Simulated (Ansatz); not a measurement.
Partial pair distribution functions of a relaxed model of amorphous Ti$_{20}$O$_{45}$P$_{2}$, broadened by 0.06 Å; density 3.45 g/cm³. The numbers are results of PBE, scalar-relativistic without spin-orbit coupling (plane waves to 420 eV, PAW; Ansatz, an electronic-structure program), not measurements.

It comes from a melt-quench run on a machine-learned potential (CHGNet), relaxed afterwards by DFT. O atoms were pushed apart under 1.9 Å during the dynamics, to hinder bonds among them. The hot cell started wider than the set density and was brought back towards it in steps. It is the lowest in DFT energy of 2 quenches. It is a model cell: composition and starting density were chosen by hand, and all elements were melted together. No dispersion term was used. Its density started from a set value of 3.45 and ended at 3.45 g/cm³. The quench (nominally 300 K/ps over its main leg) was far faster than any real one, so the model tends to hold more defects than a real film. Values belong to this one cell and scatter from quench to quench. The volume was held where the preparation left it and the shape relaxed, at a PBE pressure of 2.4 GPa. Stress components on the final sampling reach 2.4 GPa.

```
r (Å)  g Ti-O  g O-P  g Ti-Ti  g O-O
-----  ------  -----  -------  -----
1.30     0.00   0.01     0.00   0.00
1.40     0.00   1.23     0.00   0.00
1.50     0.00  11.80     0.00   0.00
1.60     0.08  10.65     0.00   0.00
1.70     1.51   1.01     0.00   0.00
1.80     5.72   0.01     0.00   0.00
1.90     5.67   0.00     0.00   0.00
2.00     3.54   0.00     0.00   0.00
2.10     2.63   0.00     0.00   0.00
2.20     1.00   0.00     0.00   0.00
2.30     0.27   0.00     0.00   0.09
2.40     0.24   0.00     0.00   0.52
2.50     0.33   0.00     0.00   1.88
2.60     0.21   0.00     0.00   3.08
2.70     0.03   0.08     0.01   2.63
2.80     0.02   0.58     0.26   1.90
2.90     0.12   0.32     1.08   2.17
3.00     0.14   0.99     1.78   1.91
3.10     0.36   1.71     1.19   1.50
3.20     0.54   1.03     1.24   1.15
3.30     0.54   1.78     1.61   0.89
3.40     0.73   0.83     2.88   0.67
3.50     1.07   1.16     4.21   0.52
3.60     1.21   0.45     2.33   0.56
3.70     1.16   0.37     0.98   0.48
3.80     1.28   0.82     1.12   0.73
3.90     1.21   1.58     0.71   0.81
4.00     1.13   2.63     0.28   0.61
4.10     1.28   2.28     0.08   0.50
4.20     1.07   0.79     0.45   0.77
4.30     1.29   0.31     0.68   0.71
4.40     1.64   0.53     0.41   0.77
4.50     1.47   0.81     0.90   0.98
4.60     1.39   1.09     0.76   1.09
```

Within 2.60 Å each Ti has 5.40 O neighbours on average.
